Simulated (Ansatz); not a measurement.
The starting structures come from a database of crystals and need not be the phases stable at ambient conditions.

Tunnelling through a barrier is set by its complex band structure: the current falls as exp(−2κd) with the smallest κ.

Data:

```yaml
crystal:
  lattice:
    - [5.49640, 0.00000, 0.00000]
    - [0.00000, 8.23663, 0.00000]
    - [0.19690, 4.11831, 5.28981]
  atoms:
    - { symbol: Ca, position: [0.54514, 0.97832, 0.76810] }
    - { symbol: Ca, position: [0.45486, 0.02168, 0.23190] }
    - { symbol: Ca, position: [0.95486, 0.74642, 0.23190] }
    - { symbol: Ca, position: [0.04514, 0.25358, 0.76810] }
    - { symbol: Ca, position: [0.75000, 0.39855, 0.00000] }
    - { symbol: Ca, position: [0.25000, 0.60145, 0.00000] }
    - { symbol: Al, position: [0.91225, 0.82352, 0.59070] }
    - { symbol: Al, position: [0.08775, 0.17648, 0.40930] }
    - { symbol: Al, position: [0.58775, 0.41422, 0.40930] }
    - { symbol: Al, position: [0.41225, 0.58578, 0.59070] }
    - { symbol: N, position: [0.01995, 0.94164, 0.75464] }
    - { symbol: N, position: [0.98005, 0.05836, 0.24536] }
    - { symbol: N, position: [0.48005, 0.69628, 0.24536] }
    - { symbol: N, position: [0.51995, 0.30372, 0.75464] }
    - { symbol: N, position: [0.08227, 0.59022, 0.67332] }
    - { symbol: N, position: [0.91773, 0.40978, 0.32668] }
    - { symbol: N, position: [0.41773, 0.26354, 0.32668] }
    - { symbol: N, position: [0.58227, 0.73646, 0.67332] }
```

Space group of this cell: C2/c. The cell is taken as given; by PBEsol its mean pressure is -1.3 GPa.

Transport runs along the normal of the first two printed cell vectors.

The gap is the functional's own, uncorrected, and κ follows it; spin-orbit coupling is left out. Mid-gap values are interpolated between the computed energies.

State the band gap and the smallest decay constant κ at mid-gap according to PBEsol (Ansatz, a quantum-chemistry and plane-wave program).

Gap 2.44 eV on a 6×6×6 mesh; κ = 0.247 1/Å, at the zone centre.
